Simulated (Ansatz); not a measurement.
An Ansatz (a program for electronic structure) run: LiNbO3 with a change (uniaxial strain ε_xx = +0.75 %); Kohn–Sham DFT with the PBEsol functional, run in Ansatz with PAW and 420 eV plane waves, no spin-orbit coupling.

Input:

Ansatz 0.2 input:
```yaml
crystal:
  lattice:
    - [2.5865855172, 1.4822489773, 4.6080355866]
    - [-2.5865855172, 1.4822489773, 4.6080355866]
    - [0, -2.9644979547, 4.6080355866]
  atoms:
    - { symbol: Li, position: [0.2807800672, 0.2807800672, 0.2807800672] }
    - { symbol: Li, position: [0.7807800672, 0.7807800672, 0.7807800672] }
    - { symbol: Nb, position: [0.9983911247, 0.9983911247, 0.9983911247] }
    - { symbol: Nb, position: [0.4983911247, 0.4983911247, 0.4983911247] }
    - { symbol: O, position: [0.109320206, 0.3599763535, 0.7186322486] }
    - { symbol: O, position: [0.7186322486, 0.109320206, 0.3599763535] }
    - { symbol: O, position: [0.3599763535, 0.7186322486, 0.109320206] }
    - { symbol: O, position: [0.2186322486, 0.8599763535, 0.609320206] }
    - { symbol: O, position: [0.8599763535, 0.609320206, 0.2186322486] }
    - { symbol: O, position: [0.609320206, 0.2186322486, 0.8599763535] }
basis: { ecutwfc: 420, ecutrho_ratio: 4, xc_grid: 2, fft_grid_basis: typed }
kpoints: { mp_grid: { grid: [8, 8, 8] } }
hamiltonian:
  xc: pbesol
  dispersion: none
  pseudopotentials: { kind: paw }
scf: { occupations: { method: fermi_dirac, width: 0.05 }, convergence: { dr2_threshold: 0.000000001 } }
relax: { f_tol: 0.005, max_steps: 50 }
output: { forces: true, stress: true }
checkpoint: { write: state.ck, write_every: 1000 }
```

Output (explanatory and most iteration lines left out):

```
Relaxation: its limit of steps is 50 (relax.max_steps)
Pseudopotential: Li, paw, valence charge 3
Pseudopotential: Nb, paw, valence charge 13
Pseudopotential: O, paw, valence charge 6
Crystal: 10 atoms, lattice volume = 106.002 Å³
Basis set: ecut = 420 eV, 2095 PW (Γ), exchange–correlation on 80×80×80 points (8 copies of the dense FFT grid, shifted against one another)
Bands: 44, of which v1, the nominal top of the filled ones, is band 34 counted from 1 (33 counted from 0)
Symmetry: 2 space group operations
Space group: Cc (ITA 9), of the structure as read, at distance tolerance 4.7e-5 Å
k-points: 150 of 512 (time reversal used)
Functional: x = pbesol(κ = 0.804, μ = 0.12345679012345678), c = pbesol(β = 0.046)
SCF iter   1: F=—  HF=-12772.935288 eV  |F-HF|=—  |Δ(HF+E_count)|=         —  Δρ=1.73e-2  dr2=2.71e-1  ethr=1.77e-3  ⟨swp⟩=6.2  Hψ=27599  notcnv=0  defer=6
SCF iter   2: F=—  HF=-12772.880612 eV  |F-HF|=—  |Δ(HF+E_count)|=   5.47e-2  Δρ=5.43e-3  dr2=3.01e-2  ethr=3.99e-4  ⟨swp⟩=2.0  Hψ=11189  notcnv=0  defer=588
SCF 1 converged in 11 iterations: F = -12772.874655 eV  dr2 = 5.40e-11
relax step   1: F+E_penalty+E_count = -12772.87465475 eV  Δ(F+E_penalty+E_count) = +0.000e0 eV  max|allowed force component| = 1.595e-1 eV/Å  Δτ_max = 0.0000 Å  (11 SCF iters, accepted)
Crystal: 10 atoms, lattice volume = 106.002 Å³
SCF iter   1: F=—  HF=-12772.877455 eV  |F-HF|=—  |Δ(HF+E_count)|=         —  Δρ=7.78e-4  dr2=5.65e-4  ethr=7.82e-7  ⟨swp⟩=2.0  Hψ=18396  notcnv=0  defer=588
SCF iter   2: F=—  HF=-12772.877347 eV  |F-HF|=—  |Δ(HF+E_count)|=   1.08e-4  Δρ=4.15e-4  dr2=1.54e-4  ethr=7.82e-7  ⟨swp⟩=2.0  Hψ=8378  notcnv=0  defer=588
SCF 2 converged in 8 iterations: F = -12772.877309 eV  dr2 = 1.93e-10
relax step   2: F+E_penalty+E_count = -12772.87730888 eV  Δ(F+E_penalty+E_count) = -2.654e-3 eV  max|allowed force component| = 7.215e-2 eV/Å  Δτ_max = 0.0069 Å  (8 SCF iters, accepted)
Crystal: 10 atoms, lattice volume = 106.002 Å³
SCF iter   1: F=—  HF=-12772.877940 eV  |F-HF|=—  |Δ(HF+E_count)|=         —  Δρ=4.83e-4  dr2=2.60e-4  ethr=2.95e-6  ⟨swp⟩=2.1  Hψ=13394  notcnv=0  defer=585
SCF iter   2: F=—  HF=-12772.877890 eV  |F-HF|=—  |Δ(HF+E_count)|=   5.07e-5  Δρ=2.62e-4  dr2=6.74e-5  ethr=3.83e-7  ⟨swp⟩=1.0  Hψ=7800  notcnv=0  defer=585
SCF 3 converged in 8 iterations: F = -12772.877873 eV  dr2 = 1.31e-10
relax step   3: F+E_penalty+E_count = -12772.87787311 eV  Δ(F+E_penalty+E_count) = -5.642e-4 eV  max|allowed force component| = 2.881e-2 eV/Å  Δτ_max = 0.0051 Å  (8 SCF iters, accepted)
Crystal: 10 atoms, lattice volume = 106.002 Å³
SCF iter   1: F=—  HF=-12772.877978 eV  |F-HF|=—  |Δ(HF+E_count)|=         —  Δρ=2.49e-4  dr2=2.71e-5  ethr=3.76e-7  ⟨swp⟩=2.0  Hψ=13427  notcnv=0  defer=585
SCF iter   2: F=—  HF=-12772.877973 eV  |F-HF|=—  |Δ(HF+E_count)|=   4.98e-6  Δρ=1.22e-4  dr2=6.27e-6  ethr=3.99e-8  ⟨swp⟩=1.0  Hψ=7800  notcnv=0  defer=585
SCF 4 converged in 6 iterations: F = -12772.877973 eV  dr2 = 6.94e-10
relax step   4: F+E_penalty+E_count = -12772.87797301 eV  Δ(F+E_penalty+E_count) = -9.990e-5 eV  max|allowed force component| = 2.292e-2 eV/Å  Δτ_max = 0.0015 Å  (6 SCF iters, accepted)
Crystal: 10 atoms, lattice volume = 106.002 Å³
SCF iter   1: F=—  HF=-12772.878092 eV  |F-HF|=—  |Δ(HF+E_count)|=         —  Δρ=3.88e-4  dr2=8.88e-5  ethr=1.11e-6  ⟨swp⟩=2.0  Hψ=13384  notcnv=0  defer=585
SCF iter   2: F=—  HF=-12772.878075 eV  |F-HF|=—  |Δ(HF+E_count)|=   1.69e-5  Δρ=1.96e-4  dr2=2.15e-5  ethr=1.31e-7  ⟨swp⟩=1.0  Hψ=7800  notcnv=0  defer=585
SCF 5 converged in 8 iterations: F = -12772.878072 eV  dr2 = 5.55e-11
relax step   5: F+E_penalty+E_count = -12772.87807201 eV  Δ(F+E_penalty+E_count) = -9.900e-5 eV  max|allowed force component| = 6.511e-3 eV/Å  Δτ_max = 0.0023 Å  (8 SCF iters, accepted)
[...]
SCF 7 converged in 7 iterations: F = -12772.878118 eV  dr2 = 1.28e-10
relax step   7: F+E_penalty+E_count = -12772.87811843 eV  Δ(F+E_penalty+E_count) = -1.702e-5 eV  max|allowed force component| = 3.268e-3 eV/Å  Δτ_max = 0.0014 Å  (7 SCF iters, accepted)
SCF converged after 7 iterations
Free energy (F): -12772.878118 eV
Internal energy: -12772.878118 eV  (E = F + TS)
E sigma→0 (E₀):  -12772.878118 eV
Fermi energy:    8.924970 eV
--- Forces (eV/Å), atoms counted from 1 ---
  atom   1  Li    -0.00074269    -0.00286750    -0.00003714
  atom   2  Li     0.00074269    -0.00286750    -0.00003714
  atom   3  Nb     0.00264121     0.00326761    -0.00203265
  atom   4  Nb    -0.00264121     0.00326761    -0.00203265
  atom   5  O     -0.00074674     0.00089080    -0.00038921
  atom   6  O     -0.00131548    -0.00098522     0.00201056
  atom   7  O     -0.00213556    -0.00030633     0.00044936
  atom   8  O      0.00213556    -0.00030633     0.00044936
  atom   9  O      0.00074674     0.00089080    -0.00038921
  atom  10  O      0.00131548    -0.00098522     0.00201056
--- Stress (GPa, compression-positive) ---
       -1.462771       0.000000       0.000000
        0.000000      -0.442262      -0.074842
        0.000000      -0.074842      -0.489576
  P = ⅓ Tr σ = -0.7982 GPa (-7.982 kbar)
--- Relaxed structure (7 steps of the walk, 7 accepted, 0 SCFs on fresh bases) ---
  atoms:
    - { symbol: Li, position: [0.2801521147359653, 0.28124469096600235, 0.28032139019179975] }
    - { symbol: Li, position: [0.7812446909660025, 0.7801521147359655, 0.7803213901917999] }
    - { symbol: Nb, position: [0.9985288001742003, 0.9968758863326979, 1.0000795780065734] }
    - { symbol: Nb, position: [0.4968758863326981, 0.4985288001742006, 0.5000795780065737] }
    - { symbol: O, position: [0.11160792834874061, 0.3577269897358274, 0.718095782623825] }
    - { symbol: O, position: [0.7197306746913088, 0.11083445661070462, 0.3584457388069105] }
    - { symbol: O, position: [0.35817929201924587, 0.7193191663853065, 0.11015751037089083] }
    - { symbol: O, position: [0.21931916638530663, 0.8581792920192459, 0.6101575103708908] }
    - { symbol: O, position: [0.8577269897358274, 0.6116079283487406, 0.21809578262382529] }
    - { symbol: O, position: [0.6108344566107047, 0.2197306746913089, 0.8584457388069104] }
```

Whether these cells are dynamically stable was not tested. The cell was made from LiNbO3 (space group R3c, No. 161) by this change: uniaxial strain ε_xx = +0.75 %.
